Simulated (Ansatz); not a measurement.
**TiO2, response to strain**

Take TiO$_{2}$ in the rutile structure (space group P4_2/mnm, No. 136; a = 4.5912 Å, c = 2.9390 Å) as the base. Axes: x, y, z lie along a, b, c of the conventional cell.

Strains are applied to the cell and any free atomic positions relax; under biaxial strain the out-of-plane vector relaxes too.

All numbers come from DFT with PBEsol, PAW potentials and a 420 eV plane-wave cutoff in Ansatz (a program for electronic structure), no SOC.

Notes on the quantities. pressure: mean of the normal stresses, compression positive.

```tsv
variant	volume per atom	pressure	band gap	electron mass
base	10.33 Å³	0.00 GPa	1.87 eV	0.54 mₑ along c, 1.1 mₑ across (at Γ)
biaxial strain −3.00 %, plane normal [001], relaxed out of plane	9.93 Å³	8.12 GPa	1.90 eV	0.55 mₑ out of plane, 1.1 mₑ in plane (at Γ)
biaxial strain −2.40 %, plane normal [001], relaxed out of plane	10.01 Å³	6.39 GPa	1.88 eV	0.55 mₑ out of plane, 1.1 mₑ in plane (at Γ)
biaxial strain −1.80 %, plane normal [001], relaxed out of plane	10.08 Å³	4.70 GPa	1.87 eV	0.55 mₑ out of plane, 1.1 mₑ in plane (at Γ)
biaxial strain −1.20 %, plane normal [001], relaxed out of plane	10.16 Å³	3.08 GPa	1.86 eV	0.54 mₑ out of plane, 1.1 mₑ in plane (at Γ)
biaxial strain −0.60 %, plane normal [001], relaxed out of plane	10.24 Å³	1.51 GPa	1.86 eV	0.54 mₑ out of plane, 1.1 mₑ in plane (at Γ)
```

Masses are band curvatures over ±0.01 Å⁻¹ around the edge. Whether these cells are dynamically stable was not tested. The final runs are not spin-polarised.
